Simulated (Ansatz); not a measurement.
Take Te (space group P3_121, No. 152; a = 4.624 Å, c = 5.904 Å; made of chains) as the base.

The other end (x = 1) is Se (space group P3_121, No. 152; made of chains): 29.24 Å³/atom, gap 1.33 eV.

Level of theory: Kohn–Sham DFT with the r2SCAN functional, run in Ansatz (a first-principles code) with PAW and 500 eV plane waves, scalar-relativistic without spin-orbit coupling, earlier PAW set.

Se replaces a fraction x of Te; each row is one arrangement (x, atoms in the cell, starting space group or random), fully relaxed.

One change was made to it. Results:

| quantity | base | after |
|---|---|---|
| band gap | 0.54 eV | 0.90 eV |
| gap character (in this cell's own zone, which can be folded) | – | indirect, Y₂ → C |
| deviation of the volume from the linear (Vegard-type) interpolation | – | -0.2 % |

Problem. What was done to the base?
(A) x(Se) = 0.167, 6 atoms, P1
(B) x(Se) = 0.667, 6 atoms, P1
(C) x(Se) = 0.5, 6 atoms, C2

Solution. C, x(Se) = 0.5, 6 atoms, C2. For comparison, the band gap in the other runs: x(Se) = 0.167, 6 atoms, P1 gives 0.68 eV; x(Se) = 0.667, 6 atoms, P1 gives 0.98 eV.

These are small ordered cells, not random alloys; other orderings at the same x differ. Spin-orbit coupling, missing from the scalar runs, can matter with Te. No phonon test of stability was made. No dispersion term is included, though the crystal is made of layers, chains or molecules, so its spacings can come out too wide. k-point labels follow each cell's own Brillouin zone.
